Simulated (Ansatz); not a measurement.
Input for germanene alone, frozen as in the stack (germanene a predicted or substrate-bound sheet, here free):

Ansatz 0.2 input:
```yaml
crystal:
  lattice:
    - [4.02076257, 0.0, 0.0]
    - [-2.010381285, 3.482082529, 0.0]
    - [0.0, 0.0, 22.71]
  atoms:
    - { symbol: Ge, position: [0.0, 0.0, 0.550110485] }
    - { symbol: Ge, position: [0.666666667, 0.333333333, 0.587611688] }
  symmetry: { detect: true }
basis:
  ecutwfc: 420
  ecutrho_ratio: 4
  xc_grid: 2
kpoints:
  mp_grid: { grid: [12, 12, 1] }
hamiltonian:
  xc: pbe
  dispersion: none
  pseudopotentials: { kind: paw }
scf:
  n_extra_bands: 13
  occupations: { method: fermi_dirac, width: 0.05 }
output:
  forces: true
  eigenvalues: true
efield:
  axis: 3
  dipole_correction: true
```

Calculation: PBE (plane waves to 420 eV, PAW; Ansatz, a quantum-chemistry and plane-wave program). Spin–orbit coupling is left out. Its k-point mesh 12×12×1, Fermi–Dirac width 0.05 eV. A dipole correction is on.

Problem. What does the end of the output print (band table and long remarks left out, numbers rounded to eight decimals)?

Solution. 
```
SCF converged after 6 iterations
Free energy (F): -8588.953376 eV
Harris-Foulkes:  -8588.953376 eV  (|F-HF|=4.20e-8)
Internal energy: -8588.950424 eV  (E = F + TS)
E sigma→0 (E₀):  -8588.951900 eV
Entropy (-TS):   -0.002952 eV (-1.476 meV/atom)
Fermi energy:    -2.637642 eV
Dipole field:    D = -0.000096 V/Å  (p = -0.000170 e·Å, saw-weighted, corrected)
Work function:   Φ+ = 4.4257 eV   Φ− = 4.4235 eV
Levels:          The Fermi level and band energies are counted from a zero that moves with the ramp; work functions are not
--- Per-component energies (eV) ---
  E_band       = -594.496748
  E_kinetic    = 219.382439
  E_local      = -20506.399608  (includes V_loc(G=0)·N_el)
  E_nonlocal   = 833.378824
  E_hartree    = 9802.234409
  E_xc         = -149.218033
  E_vxc        = -126.359917  (∫ρ·V_xc dr)
  E_paw        = -4035.933718  (= ΣΔE_a)
  E_vpaw       = -618.962863  (= ΣTr[D̂ρ^β])
  E_aug_tail   = 0.000624  (compensation charges beyond the density's cutoff)
  E_efield     = 0.000000  (sawtooth field / dipole correction)
  E_vefield    = 0.000000  (∫n·V_field dr)
  E_ewald      = 5247.604639
  E_smearing   = -0.002952  (= −TS)
  E_closure    = 0.000000  (closes the sum)
  Σ components = -8588.953376   (vs F -8588.953376, Δ=0.00e0)
--- Forces (eV/Å), atoms counted from 1 ---
  atom   1  Ge     0.00000000    0.00000000     0.67220160
  atom   2  Ge    0.00000000     0.00000000    -0.67205365
  max |Σ_I F_I| component: 1.48e-4 eV/Å
```

Cost: very roughly 11 core-seconds.
